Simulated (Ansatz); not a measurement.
The parent structure is PdGe in the rock salt structure (space group Fm-3m, No. 225; a hypothetical phase, not in the database extracts checked).

```yaml
crystal:
  lattice:
    - [0.00000, 2.60742, 2.60742]
    - [2.60742, 0.00000, 2.60742]
    - [2.60742, 2.60742, 0.00000]
  atoms:
    - { symbol: Ge, position: [0.00000, 0.00000, 0.00000] }
    - { symbol: Pd, position: [0.50000, 0.50000, 0.50000] }
```

Computed with Ansatz (a first-principles code), PBE, PAW, cutoff 420 eV, spin-orbit coupling left out, earlier PAW set.

For the base:

- Largest site moment = 0.00 μB
- Magnetic state = not spin-polarised
- Shortest interatomic distance = 2.607 Å

Now apply this change: Fe takes the place of Pd on all its sites, then cell and atoms are relaxed.

### Question
Predict the new largest site moment, magnetic state and shortest interatomic distance.

### Answer
The largest site moment goes from zero to 2.18 μB; the magnetic state changes from not spin-polarised to ferromagnetic; the shortest interatomic distance shrinks by 0.134 Å, from 2.607 Å to 2.473 Å.

Other magnetic orders, which the real material may have, were not ruled out. Stability against distortions was not tested. As relaxed here, FeGe is a hypothetical phase, not in the database extracts checked. Spin-polarised in the final run: FeGe; the other runs are not.
